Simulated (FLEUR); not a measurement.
Band structure of PrCd (Pm-3m, 2 atoms in the cell).

```xyz
2
Lattice="3.8749 0.0000 0.0000 0.0000 3.8749 0.0000 0.0000 0.0000 3.8749" Properties=species:S:1:pos:R:3 pbc="T T T"
Pr     1.9375     1.9375     1.9375
Cd     0.0000     0.0000     0.0000
```
Moments meant for the start (each program seeds them in its own way; μB, in the order of the atoms Pr Cd): 2.0 0.0.

Method of the run: FLEUR with LDA (Vosko-Wilk-Nusair), all-electron FLAPW (FLEUR), scalar-relativistic valence.

Settings: Kmax = 3.8 1/bohr; GmaxXC = 15.2 1/bohr; xcFunctional = vwn; jspins = 2; l_soc = F; mode = hist; fermiSmearingEnergy = 0.00734986 Htr; mesh (inpgen div1-3) = 7 7 7; inpgen gamma flag = false; Gmax = 15.2 1/bohr; numbands = 0; maxIterBroyd = 25; imix = Anderson; alpha = 0.05.

The starting cell comes from a database of computed structures (which also holds hypothetical and non-ambient phases and stackings), without a prior relaxation at this level. Spin-orbit coupling is off. The f electrons are in the valence without U or exact exchange, which can misplace them near the Fermi level. Spin-orbit terms, which matter for f shells, are left out. Values depend on the basis (sphere radii, cutoffs, local orbitals), which need not be converged.

These are the values that this program gave, and no reference: the default basis lacks the next d shell.

Levels in eV from the Fermi level, bands 13 to 20 of the first spin channel:
```csv
point,13,14,15,16,17,18,19,20
Γ,-6.13,-0.13,-0.13,0.01,0.01,0.01,0.08,0.12
X,-3.41,-2.79,-0.01,0.06,0.06,0.08,0.13,0.13
M,-3.76,-0.27,-0.27,-0.06,0.03,0.03,0.20,0.27
R,-1.82,-1.82,-1.82,-1.36,0.03,0.03,0.03,0.26
```
